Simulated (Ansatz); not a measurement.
## Short convergence ladders for Se (C2, 3 atoms in the cell)

```
CELL_PARAMETERS angstrom
      2.19156    -3.79589     0.00000
      2.19156     3.79589     0.00000
      0.00000     0.00000     4.96485
ATOMIC_POSITIONS crystal
  Se 0.00000 0.22500 0.66667
  Se 0.78641 0.78641 0.00000
  Se 0.22500 0.00000 0.33333
```

Base method: LDA (PW92), default PAW files made with PBE (plane waves; Ansatz, a first-principles code).

Base settings: basis.ecutwfc = 420 eV; kpoints.mp_grid.grid = 5 5 3; hamiltonian.xc = lda; hamiltonian.pseudopotentials = {kind: paw} (the program's default PAW files); scf.occupations.method = fermi_dirac; scf.occupations.width = 0.01 eV.

The count of work is k-points × plane waves × bands × iterations; it is no time. 

**The cutoff for other potential files**

Level: DFT, LDA (PW92), plane waves, harder PAW files (source: ansatz) made with PBE.

In this ladder: hamiltonian.pseudopotentials = {kind: paw, source: ansatz}.

The second cell is the first with its lattice scaled by 0.98.

The mesh stays at the base's, so the ladder's end is converged at best in this setting alone.

The first pressure column holds Ansatz's estimate of the finite-basis (Pulay) stress, which hides part of the cutoff error; the other is without it.

Only quantities that move along the ladder and can be compared are tabulated.

```csv
basis.ecutwfc,free energy less the last step's (meV/atom),energy of the compressed cell less the first (meV/atom),pressure (GPa),pressure without the Pulay estimate (GPa),largest difference of a force vector from the last step's (eV/Å),count of work / last
260 eV,11987.81,56.31,-0.17,-287.26,0.073,0.11
320 eV,2719.97,13.25,-1.41,-90.37,0.163,0.15
405 eV,208.05,10.11,-0.70,-12.08,0.017,0.21
495 eV,5.26,11.57,-0.67,-1.13,0.001,0.27
580 eV,0.81,11.61,-0.67,-0.68,0.000,0.35
695 eV,0.36,11.61,-0.67,-0.68,0.000,0.47
870 eV,0.13,11.61,-0.67,-0.68,0.000,0.65
1160 eV,0.00,11.61,-0.67,-0.67,0.000,1.0
```

Coarsest basis.ecutwfc that holds the pressure within 0.05 GPa of the last step, with all finer ones: 405 eV, at 0.21 of the last step's count of work; the step before is off by 0.74 GPa.

Coarsest basis.ecutwfc that holds the energy of the compressed cell less the first within 1 meV/atom of the last step, with all finer ones: 495 eV, at 0.27 of the last step's count of work; the step before is off by 1.5 meV/atom.

Coarsest basis.ecutwfc that holds the forces within 0.01 eV/Å of the last step, with all finer ones: 495 eV, at 0.27 of the last step's count of work; the step before is off by 0.017 eV/Å.

The energy difference between the two cells stays within 1 meV/atom of the last step's from 495 eV on, the total only from 580 eV on: much of the error is common to both cells and cancels.

At the lowest cutoff the pressure without the Pulay estimate lies 287 GPa under the last step's, the usual sign of Pulay stress in an incomplete plane-wave basis.

**The density cutoff**

The second cell is the first with its lattice scaled by 0.98.

The mesh stays at the base's, so the ladder's end is converged at best in this setting alone.

Only quantities that move along the ladder and can be compared are tabulated.

```tsv
basis.ecutrho_ratio	free energy less the last step's (meV/atom)	energy of the compressed cell less the first (meV/atom)	pressure (GPa)
2	-4.05	11.07	-0.47
3	-0.04	11.74	-0.66
4	-0.01	11.74	-0.66
5	0.00	11.74	-0.66
6	0.00	11.74	-0.66
8	0.00	11.74	-0.66
10	0.00	11.74	-0.66
12	0.00	11.74	-0.66
16	0.00	11.74	-0.66
```

Coarsest basis.ecutrho_ratio that holds the pressure within 0.1 GPa of the last step, with all finer ones: 3; the step before is off by 0.19 GPa.

Coarsest basis.ecutrho_ratio that holds the energy of the compressed cell less the first within 0.5 meV/atom of the last step, with all finer ones: 3; the step before is off by 0.67 meV/atom.

Coarsest basis.ecutrho_ratio that holds the free energy within 0.5 meV/atom of the last step, with all finer ones: 3; the step before is off by 4.1 meV/atom.

The energy difference between the two cells stays within 1 meV/atom of the last step's from 2 on, the total only from 3 on: much of the error is common to both cells and cancels.

**The relaxed cell against the cutoff**

On Se (P3_121, 3 atoms in the cell): atoms on their sites.

In this ladder: relax = cell and atoms.

The mesh stays at the base's, so the ladder's end is converged at best in this setting alone.

Only quantities that move along the ladder and can be compared are tabulated.

| basis.ecutwfc | relaxed volume (Å³/atom) | relaxation steps |
|---|---|---|
| 210 eV | 23.476 | 105 |
| 250 eV | 23.470 | 42 |
| 295 eV | 23.064 | 22 |
| 355 eV | 23.050 | 6 |
| 420 eV | 23.043 | 6 |
| 505 eV | 23.031 | 6 |
| 630 eV | 23.025 | 6 |
| 840 eV | 23.025 | 6 |

Coarsest basis.ecutwfc that holds the relaxed volume within 0.115 Å³/atom of the last step, with all finer ones: 295 eV; the step before is off by 0.45 Å³/atom.

At the lowest cutoff the cell relaxes to a volume 2.0 % larger than at the highest. Ansatz relaxes on a stress corrected for the finite basis.

On the base run: the starting cell has typed, rounded lattice constants, without a prior relaxation at this level. Its lattice was rescaled by up to half a per cent. One atom was moved a little off its site on purpose.

Keys are those of Ansatz 0.2.
